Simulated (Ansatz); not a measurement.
# ZrRh (space group Pnma, No. 62)

```cif
data_Rh4Zr4
_chemical_formula_sum 'Zr4 Rh4'
_space_group_name_H-M_alt 'Pnma'
_space_group_IT_number 62
_space_group_name_Hall '-P 2ac 2n'
_cell_length_a 6.05513
_cell_length_b 4.43946
_cell_length_c 5.25186
_cell_angle_alpha 90.000
_cell_angle_beta 90.000
_cell_angle_gamma 90.000
loop_
_atom_site_label
_atom_site_type_symbol
_atom_site_symmetry_multiplicity
_atom_site_Wyckoff_symbol
_atom_site_fract_x
_atom_site_fract_y
_atom_site_fract_z
_atom_site_occupancy
Zr1 Zr 4 c 0.17506 0.25000 0.14091 1
Rh1 Rh 4 c 0.04691 0.25000 0.66832 1
```

Computed with PBEsol (Ansatz, an electronic-structure program, PAW, scalar-relativistic without spin-orbit coupling). Settings: 8×11×9 k-points, 0.05 eV Fermi–Dirac smearing.

Volume per atom: 17.65 Å³
Density: 9.13 g/cm³
Band gap: zero
Total energy: -5234.496 eV/atom (σ→0; compares only within this code and set-up)

Stability against distortions was not tested. All final runs are without spin polarisation.
